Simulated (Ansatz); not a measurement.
Take Zn in the hcp (Mg type) structure (space group P6_3/mmc, No. 194; a = 2.618 Å, c = 4.843 Å; relaxed with 0.1 eV smearing) as the base. Axes: x lies along a and z along c of the hexagonal cell.

Method: r2SCAN, PAW, 500 eV (Ansatz, an electronic-structure program; no spin-orbit coupling).

Strains are applied to the cell and any free atomic positions relax; under biaxial strain the out-of-plane vector relaxes too.

One change was made to it. Results:

| quantity | base | after |
|---|---|---|
| pressure (mean of the normal stresses, compression positive) | 0.0 GPa | 0.2 GPa |
| shortest interatomic distance | 2.618 Å | 2.572 Å |

Question: Name the change that was made.
A) strain tensor (xx, yy, zz, yz, xz, xy) = (+2.57, −1.25, +1.13, +1.60, −1.52, +0.10) %
B) tensor shear ε_xy = −2.02 %
C) biaxial strain +1.33 %, plane normal [001], relaxed out of plane

Answer: B, tensor shear ε_xy = −2.02 %. For comparison, the pressure in the other runs: strain tensor (xx, yy, zz, yz, xz, xy) = (+2.57, −1.25, +1.13, +1.60, −1.52, +0.10) % gives -1.7 GPa; biaxial strain +1.33 %, plane normal [001], relaxed out of plane gives -1.6 GPa.

Stability against distortions was not tested.
